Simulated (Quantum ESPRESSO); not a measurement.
A working Quantum ESPRESSO input for Ga₂O₃ (C2/m, 10 atoms in the cell) (DFT, PBE, plane waves, GBRV 1.5 ultrasoft (PBE) pseudopotentials):

```fortran
&control
   calculation = 'scf',
   prefix = 'pwscf',
   outdir = './work',
   pseudo_dir = './',
   tprnfor = .true.,
   tstress = .true.,
/
&system
   ibrav = 0,
   nat = 10,
   ntyp = 2,
   ecutwfc = 50,
   ecutrho = 250,
   occupations = 'fixed',
   nbnd = 62,
/
&electrons
   conv_thr = 1.0d-9,
   mixing_beta = 0.3,
/
ATOMIC_SPECIES
Ga    69.7230  ga_pbe_v1.4.uspp.F.UPF
O     15.9990  o_pbe_v1.2.uspp.F.UPF
ATOMIC_POSITIONS angstrom
Ga    3.18600555    0.00000000    3.80619105
Ga    7.52509945    0.00000000    1.74810295
Ga   10.70036701    0.00000000    1.13979667
Ga    0.01073799    0.00000000    4.41449733
O     5.06707793    0.00000000    4.12872890
O     5.64402707    0.00000000    1.42556510
O     9.38456307    0.00000000    2.42594899
O     1.32654193    0.00000000    3.12834501
O     1.83728582    0.00000000    0.60625119
O     8.87381918    0.00000000    4.94804281
K_POINTS automatic
5 5 3  0 0 0
CELL_PARAMETERS angstrom
   6.03585100    -1.49788100     0.00000000
   6.03585100     1.49788100     0.00000000
  -1.36059700     0.00000000     5.55429400
```

The run converged in 12 iterations: free energy E − TS -25246.6963 eV; top of the valence band (on the code's own zero) 9.85 eV; gap on the k-point mesh 2.82 eV; pressure 19.36 GPa; largest force (vector length) 0.483 eV/Å. Each of these slips is then made, one at a time:

(1)
```diff
-   nat = 10,
+   nat = 11,
```

(2)
```diff
-   pseudo_dir = './',
+   pseudo_dir = './pseudo/',
```

Problem. Predict the outcome of each change.

Solution. 
(1) An atom count that does not match the list of atoms. The program stopped before any SCF iteration.
```
Error in routine read_cards (11):
wrong number of columns in ATOMIC_POSITIONS
```

(2) A wrong folder for the potentials. The program stopped before any SCF iteration.
```
Error in routine readpp (1):
file ./pseudo/ga_pbe_v1.4.uspp.F.UPF not found
```

The starting cell comes from a database of computed structures (which also holds hypothetical and non-ambient phases and stackings), without a prior relaxation at this level. Its lattice was rescaled by a random factor within 2.5 % of one. In the base run, with a pressure of about 19 GPa the cell is away from its equilibrium volume at this level.

Left out of this page: 5 runs of the series outside the window shown, repeating another row's setting, or not comparable.
